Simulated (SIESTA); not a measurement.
Worked example: self-consistent single point of RuN (P6_3/mmc, 4 atoms in the cell) in SIESTA.

Level of theory: GGA PBEsol, numerical atomic orbitals DZP, PseudoDojo PBEsol standard norm-conserving potentials (rewritten from UPF to PSML) in SIESTA.

```yaml
crystal:
  lattice:
    - [2.99723, 0.00000, 0.00000]
    - [-1.49862, 2.59568, 0.00000]
    - [0.00000, 0.00000, 5.18532]
  atoms:
    - { symbol: Ru, position: [0.00000, 0.00000, 0.00000] }
    - { symbol: Ru, position: [0.00000, 0.00000, 0.50000] }
    - { symbol: N, position: [0.66667, 0.33333, 0.75000] }
    - { symbol: N, position: [0.33333, 0.66667, 0.25000] }
```

Reference input (self-consistent single point, DFT, GGA PBEsol, numerical atomic orbitals DZP, PseudoDojo PBEsol standard norm-conserving potentials (rewritten from UPF to PSML)): XC.functional = GGA; XC.authors = PBEsol; potentials = PseudoDojo PBEsol standard; PAO.BasisSize = DZP; PAO.EnergyShift = 0.01 Ry; MeshCutoff = 300 Ry; kgrid.MonkhorstPack = 10 10 5; OccupationFunction = FD; ElectronicTemperature = 1160.45 K; MaxSCFIterations = 150; SCF.Mixer.Method = Pulay; SCF.Mixer.Weight = 0.25. This run's input differs from it in these lines:

```diff
@@ -34,3 +34,4 @@
 %endblock kgrid.MonkhorstPack
-OccupationFunction           FD
+OccupationFunction           MP
+OccupationMPOrder            0
 ElectronicTemperature        1160.45 K
```

Output, abridged:

```
        iscf     Eharris(eV)        E_KS(eV)     FreeEng(eV)     dDmax    Ef(eV) dHmax(eV)
   scf:    1    -5978.912667    -6034.425397    -6034.436762  0.952334 -0.713048 14.654005
   scf:    2    -6058.508527    -6055.492997    -6055.516918  0.487364 -2.515893  2.111293
   scf:    3    -6055.990460    -6055.791994    -6055.816838  0.071271 -2.729224  1.242703
   scf:    4    -6055.962869    -6055.908569    -6055.936322  0.109399 -3.148190  0.197509
   scf:    5    -6055.896500    -6055.909271    -6055.936648  0.017362 -3.110238  0.176419
   [... 3 lines left out ...]
   scf:    9    -6055.913240    -6055.913238    -6055.941001  0.000218 -3.131254  0.000521
   scf:   10    -6055.913238    -6055.913238    -6055.941001  0.000017 -3.131255  0.000185
   scf:   11    -6055.913238    -6055.913238    -6055.941001  0.000041 -3.131258  0.000026
   scf:   12    -6055.913238    -6055.913238    -6055.941001  0.000002 -3.131259  0.000014
SCF Convergence by DM+H criterion
max |DM_out - DM_in|         :     0.0000020719
max |H_out - H_in|      (eV) :     0.0000136599
SCF cycle converged after 12 iterations

Using DM_out to compute the final energy and forces

siesta: E_KS(eV) =            -6055.9132

siesta: E_KS - E_eggbox =     -6055.9132

siesta: Atomic forces (eV/Ang):
     1    0.000000    0.000000   -0.000000
     2    0.000000    0.000000   -0.000000
     3   -0.000006    0.000003   -0.000000
     4    0.000006   -0.000003    0.000000
   Tot    0.000000    0.000000    0.000000
   Max    0.000006
   Res    0.000003    sqrt( Sum f_i^2 / 3N )
   Max    0.000006    constrained

Stress tensor Voigt[x,y,z,yz,xz,xy] (kbar):      120.96      121.03       30.29       -0.00        0.00        0.06
(Free)E + p*V (eV/cell)    -6058.2262
   [... lines left out ...]
siesta: FreeEng =     -6055.941001
   [... lines left out ...]
siesta:     0.075495    0.000040   -0.000000
siesta:     0.000040    0.075541   -0.000000
siesta:     0.000000   -0.000000    0.018905

siesta: Cell volume =         40.340965 Ang**3

siesta: Pressure (static):
siesta:                Solid            Molecule  Units
siesta:          -0.00061696         -0.00061696  Ry/Bohr**3
siesta:          -0.05664708         -0.05664698  eV/Ang**3
siesta:         -90.75862180        -90.75846304  kBar
```

The run converged in 12 iterations. Against the reference run the free energy rises by 17.0 meV/atom and the pressure goes from -8.71 to -9.08 GPa.

The starting cell comes from a database of computed structures (which also holds hypothetical and non-ambient phases and stackings), without a prior relaxation at this level. Spin polarisation is off. Values carry the incompleteness of an atom-centred basis. With a pressure of about -9 GPa the cell is away from its equilibrium volume at this level.

Cost on one core of a shared machine: roughly 50 s.
